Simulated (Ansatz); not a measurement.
## Pressure series in ZrO2

The parent structure is ZrO2 (space group P4_2/nmc, No. 137; a = 3.621 Å, c = 5.284 Å).

Cell and atoms are relaxed at each pressure.

Calculations: PBE in Ansatz (plane waves to 420 eV, PAW, no spin-orbit coupling), earlier PAW set.

| change | gap character | electron mass | smallest direct gap |
|---|---|---|---|
| base | indirect, k = (0.222, 0.222, 0) in the run's primitive reciprocal basis → Γ | 2.3 mₑ along c, 0.61 mₑ across (at Γ) | 4.14 eV |
| pressure −2 GPa | – | 2.4 mₑ along c, 0.62 mₑ across (at Γ) | 4.13 eV |
| pressure −1 GPa | indirect, k = (0.222, 0.222, 0) in the run's primitive reciprocal basis → Γ | 2.3 mₑ along c, 0.62 mₑ across (at Γ) | 4.14 eV |
| pressure 0.9 GPa | indirect, k = (0.222, 0.222, 0) in the run's primitive reciprocal basis → Γ | 2.3 mₑ along c, 0.61 mₑ across (at Γ) | 4.15 eV |
| pressure 2.1 GPa | indirect, k = (0.222, 0.222, 0) in the run's primitive reciprocal basis → Γ | 2.3 mₑ along c, 0.61 mₑ across (at Γ) | 4.15 eV |
| pressure 4.5 GPa | indirect, k = (0.222, 0.222, 0) in the run's primitive reciprocal basis → Γ | 2.2 mₑ along c, 0.60 mₑ across (at Γ) | 4.16 eV |
| pressure 9 GPa | – | 2.1 mₑ along c, 0.59 mₑ across (at Γ) | 4.19 eV |
| pressure 15 GPa | indirect, A → Γ | 2.1 mₑ along c, 0.57 mₑ across (at Γ) | 4.20 eV |
| pressure 22.5 GPa | indirect, A → Γ | (withheld) | (withheld) |
| pressure 30 GPa | indirect, M → Γ | 1.9 mₑ along c, 0.54 mₑ across (at Γ) | 4.08 eV |

**Question.** What belongs in the blanks?

**Answer.** 
- pressure 22.5 GPa, electron mass: 2.0 mₑ along c, 0.56 mₑ across (at Γ)
- pressure 22.5 GPa, smallest direct gap: 4.22 eV

Load acts through the strain it causes; cell and atoms are relaxed under it. Effective masses come from finite differences of ±0.01 Å⁻¹. Stability against distortions was not tested. No other phases were tried under pressure. This is not the structure that ZrO2 has at room temperature and ambient pressure.

Ansatz is a first-principles code.
